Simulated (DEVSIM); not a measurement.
Structure: Pd/Si3N4/p-GaSb capacitor, at 300 K.

```
layer (left to right)  material  thickness (nm)  Na (cm⁻³)
---------------------  --------  --------------  ---------
1                         Si3N4            4.20          -
2                          GaSb             610     9.8e17
```

Metal gate on the left, work function 5.2 eV. Fixed charge at the semiconductor interface -1.5e11 cm⁻² (in units of +e); no interface traps.

Constants are typed, rounded textbook-type inputs, not results; the design itself was drawn at random and stands for no fabricated device. Values at 300 K.

```
parameter      Si3N4    GaSb
-------------  -----  ------
gap (eV)         5.1   0.726
affinity (eV)    2.1    4.06
permittivity     7.5    15.7
Nc (cm⁻³)          -  2.1e17
Nv (cm⁻³)          -  1.8e19
```

Simulated with DEVSIM: 1D Poisson equation in equilibrium, Boltzmann statistics, complete ionisation; no quantum confinement or tunnelling. Metal contacts follow the ideal Schottky-Mott rule: no Fermi-level pinning, no interface dipoles.

Base results: capacitance of the dielectric stack (μF/cm²) 1.58; flat-band voltage (V) 0.50; minimum of the low-frequency capacitance (μF/cm²) 0.350.

**Question.** What follows from this one change: fixed charge -1.5e+11 → -3.45e+12 cm^-2?

**Answer.** capacitance of the dielectric stack little changed (1.58 μF/cm²); flat-band voltage 0.50 → 0.84 V; minimum of the low-frequency capacitance little changed (0.354 μF/cm²).

**Question.** What follows from this one change: Si3N4 thickness 0.0042 → 0.0029 μm?

**Answer.** capacitance of the dielectric stack 1.58 → 2.29 μF/cm²; flat-band voltage little changed (0.50 V); minimum of the low-frequency capacitance 0.350 → 0.376 μF/cm².

**Question.** What follows from this one change: interface trap density 0 → 1e+11 cm^-2 eV^-1?

**Answer.** capacitance of the dielectric stack little changed (1.58 μF/cm²); flat-band voltage little changed (0.50 V); minimum of the low-frequency capacitance 0.350 → 0.360 μF/cm².
